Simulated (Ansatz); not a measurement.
How far to go with the plane-wave cutoff: TlCu₂S₂ (I4mm, 5 atoms in the cell)

```xyz
5
Lattice="-1.8893 1.8893 6.8115 1.8893 -1.8893 6.8115 1.8893 1.8893 -6.8115" Properties=species:S:1:pos:R:3 pbc="T T T"
Tl     0.0000     0.0000     0.0500
Cu     0.0000     1.8893     3.4058
Cu     1.8893     0.0000     3.4058
S      0.0000     0.0000     8.8276
S      0.0000     0.0000     4.7954
```

Method: PBEsol, default PAW files made with PBE (plane waves; Ansatz, a program for electronic structure).

Base settings: basis.ecutwfc = 420 eV; kpoints.mp_grid.grid = 6 6 6; hamiltonian.xc = pbesol; hamiltonian.pseudopotentials = {kind: paw} (the program's default PAW files); scf.occupations.method = gaussian; scf.occupations.width = 0.1 eV.

The second cell is the first with its lattice scaled by 0.98.

The mesh stays at the base's, so the ladder's end is converged at best in this setting alone.

The first pressure column holds Ansatz's estimate of the finite-basis (Pulay) stress, which hides part of the cutoff error; the other is without it.

Only quantities that move along the ladder and can be compared are tabulated.

The count of work is k-points × plane waves × bands × iterations; it is no time. 

The starting cell comes from a database of computed structures (which also holds hypothetical and non-ambient phases and stackings), without a prior relaxation at this level. Its lattice was rescaled by up to half a per cent. One atom was moved a little off its site on purpose. Spin polarisation is off; with an odd number of electrons in the cell that forces a metal, and a magnetic state may lie lower. In the base run, with a pressure of about -3 GPa the cell is away from its equilibrium volume at this level.

| basis.ecutwfc | free energy less the last step's (meV/atom) | energy of the compressed cell less the first (meV/atom) | pressure (GPa) | pressure without the Pulay estimate (GPa) | largest difference of a force vector from the last step's (eV/Å) | count of work / last |
|---|---|---|---|---|---|---|
| 145 eV | 46979.24 | 396.24 | 7.44 | -1312.82 | 1.612 | 0.068 |
| 170 eV | 19825.62 | -167.64 | -0.65 | -641.01 | 0.284 | 0.075 |
| 190 eV | 9956.07 | -24.84 | -6.84 | -361.66 | 0.141 | 0.092 |
| 210 eV | 5026.81 | -21.72 | -4.68 | -206.45 | 0.030 | 0.11 |
| 230 eV | 2456.76 | -8.29 | -2.68 | -116.07 | 0.121 | 0.12 |
| 250 eV | 1150.65 | -6.69 | -1.74 | -64.11 | 0.183 | 0.097 |
| 295 eV | 159.03 | -4.19 | -2.80 | -15.41 | 0.079 | 0.16 |
| 335 eV | 18.84 | -8.40 | -3.22 | -5.15 | 0.016 | 0.19 |
| 380 eV | 2.85 | -8.70 | -3.28 | -3.40 | 0.003 | 0.23 |
| 420 eV | 1.81 | -8.76 | -3.29 | -3.34 | 0.001 | 0.27 |
| 460 eV | 1.01 | -8.78 | -3.30 | -3.34 | 0.001 | 0.31 |
| 505 eV | 0.45 | -8.79 | -3.30 | -3.32 | 0.001 | 0.36 |
| 565 eV | 0.21 | -8.80 | -3.30 | -3.30 | 0.000 | 0.42 |
| 630 eV | 0.12 | -8.80 | -3.30 | -3.30 | 0.000 | 0.50 |
| 735 eV | 0.05 | -8.81 | -3.30 | -3.30 | 0.000 | 0.62 |
| 840 eV | 0.03 | -8.81 | -3.30 | -3.30 | 0.000 | 0.76 |
| 1010 eV | 0.00 | -8.81 | -3.30 | -3.30 | 0.000 | 1.0 |

Coarsest basis.ecutwfc that holds the pressure within 0.05 GPa of the last step, with all finer ones: 380 eV, at 0.23 of the last step's count of work; the step before is off by 0.08 GPa.

Coarsest basis.ecutwfc that holds the energy of the compressed cell less the first within 0.2 meV/atom of the last step, with all finer ones: 380 eV, at 0.23 of the last step's count of work; the step before is off by 0.40 meV/atom.

Coarsest basis.ecutwfc that holds the pressure without the Pulay estimate within 0.2 GPa of the last step, with all finer ones: 380 eV, at 0.23 of the last step's count of work; the step before is off by 1.9 GPa.

The energy difference between the two cells stays within 1 meV/atom of the last step's from 335 eV on, the total only from 505 eV on: much of the error is common to both cells and cancels.

At the lowest cutoff the pressure without the Pulay estimate lies 1310 GPa under the last step's, the usual sign of Pulay stress in an incomplete plane-wave basis.

Keys are those of Ansatz 0.2.
